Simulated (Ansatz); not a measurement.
Take Cs₃AuS in the anti-perovskite structure (space group Pm-3m, No. 221; a = 6.5418 Å; a hypothetical phase, not in the database extracts checked) as the base.

Modification: cell and atoms relaxed at a pressure of 5 GPa.

Levels (all Ansatz, a program for electronic structure, PAW): PBEsol (420 eV, no spin-orbit coupling); PBEsol+SOC (420 eV, noncollinear with spin-orbit coupling).

The geometry is relaxed with PBEsol.

| Property | Value |
|---|---|
| PBEsol valence-band top at Γ | 0.00, 0.00, 0.00 eV |
| PBEsol gap character | indirect, Γ → X |
| PBEsol lowest conduction level above the VBM at special points | X 0.25 eV; M 1.13 eV; Γ 2.11 eV; R 2.20 eV |

With PBEsol+SOC at the same geometry, the valence-band top at Γ (three highest Kramers pairs, from the VBM) changes from 0.00, 0.00, 0.00 eV to 0.00, -0.05, -0.05 eV; the gap character remains indirect, Γ → X; the lowest conduction level above the VBM at special points changes from X 0.25 eV; M 1.13 eV; Γ 2.11 eV; R 2.20 eV to X 0.18 eV; M 0.92 eV; Γ 2.08 eV; R 1.85 eV.

Single points use the geometry relaxed with PBEsol. Differences between runs with and without spin-orbit coupling are approximate. With Au present, leaving out spin-orbit coupling can change the band edges. Load acts through the strain it causes; cell and atoms are relaxed under it. No phonon test of stability was made. Competing high-pressure phases were not computed. A zero or small gap of Cs3AuS under pressure 5 GPa can be the functional's error rather than a property of the material.
